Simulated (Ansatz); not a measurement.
Consider a periodic stack without vacuum, rutile SnO2 (0 0 1) on zinc-blende InSb (0 0 1) (film strained to the substrate, started from cuts of the bulks and a machine-learned relaxation; slabs In4Sb4 and Sn8O16, which can lie off the formulas): substrate slab In4Sb4, film Sn8O16, surface cells [[1, 0], [1, 1]] and [[0, 1], [-1, 0]], film strained by -2.8 and -2.8 %, outermost planes Sb/In and OSn/OSn as cut, which need not be the usual terminations and can put a slab off its formula. Its start:

```
CELL_PARAMETERS angstrom
      4.69343     0.00000    -0.01687
      0.00000     4.69343     0.01328
      0.67622     2.04284    26.72413
ATOMIC_POSITIONS crystal
  In 0.95817 0.96046 0.21801
  In 0.45901 0.69114 0.09641
  In 0.95253 0.97612 0.46806
  In 0.41654 0.40235 0.34490
  Sb 0.94945 0.48855 0.15559
  Sb 0.30765 0.22040 0.03313
  Sb 0.90735 0.50167 0.40354
  Sb 0.44963 0.93613 0.28044
  Sn 0.90863 0.96042 0.59515
  Sn 0.43011 0.47213 0.53435
  O  0.20007 0.63979 0.59522
  O  0.69498 0.82608 0.53347
  O  0.10487 0.17610 0.53280
  O  0.61691 0.28272 0.59788
  Sn 0.89098 0.91277 0.71995
  Sn 0.39531 0.44091 0.65817
  O  0.18486 0.59247 0.72059
  O  0.69432 0.75537 0.65807
  O  0.10709 0.11623 0.65781
  O  0.59456 0.22923 0.72031
  Sn 0.87151 0.85164 0.84486
  Sn 0.38279 0.38137 0.78231
  O  0.17330 0.54106 0.84445
  O  0.67801 0.70049 0.78235
  O  0.08518 0.06541 0.78265
  O  0.58024 0.17246 0.84458
  Sn 0.87492 0.81091 0.97121
  Sn 0.36848 0.33007 0.90586
  O  0.14938 0.45643 0.96950
  O  0.66663 0.64285 0.90822
  O  0.07107 0.01082 0.90570
  O  0.53634 0.10764 0.96931
```

The start was prepared with a machine-learned potential, and the result is one local minimum, with the in-plane cell held and forces under 0.04 eV/Å; the film can end far from its bulk form.

All values below come from PBE (plane waves to 420 eV, PAW; Ansatz, an electronic-structure program). Spin–orbit coupling is left out; the runs are not spin-polarised. Its k-point mesh 5×5×1, Fermi–Dirac width 0.05 eV.

Q: Predict the relaxed interface.

A: The interface area is 22.0 Å², the period is 26.35 Å and the heights between the nearest atoms of the two slabs at the two interfaces is 1.69 and 1.54 Å. The In–Sn contacts across the interfaces within 1.22 times the sum of covalent radii is 3, mean 3.32 Å, the In–O contacts across the interfaces within 1.22 times the sum of covalent radii is 2, mean 2.13 Å and the Sb–Sn contacts across the interfaces within 1.22 times the sum of covalent radii is 2, mean 3.22 Å. The O–Sb contacts across the interfaces within 1.22 times the sum of covalent radii is 2, mean 2.10 Å and the two interfaces is unlike, so that offsets are their mean.
